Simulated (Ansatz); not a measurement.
Tunnelling through a barrier is set by its complex band structure: the current falls as exp(−2κd) with the smallest κ.

Data:

```xyz
5
Lattice="5.6496 0.0000 0.0000 -2.8248 4.8927 0.0000 2.8248 1.6309 2.3064" Properties=species:S:1:pos:R:3 pbc="T T T"
K      0.0000     3.2618     1.1532
Ta     0.0000     0.0000     0.0000
O      2.8248     3.2618     1.1532
O      4.2372     0.8155     1.1532
O      1.4124     0.8155     1.1532
```

The cell is taken as given; by r2SCAN it stands under a pressure of -0.7 GPa.

Transport runs along the normal of the first two printed cell vectors, the (111) plane of the conventional cell.

No gap correction and no spin-orbit coupling; mid-gap is the computed energy nearest the middle.

### Question
Give the band gap and the smallest decay constant κ at mid-gap that r2SCAN in Ansatz (a program for electronic structure) yields.

### Answer
Gap 2.62 eV on a 14×14×14 mesh; κ = 0.285 1/Å, at the zone centre.
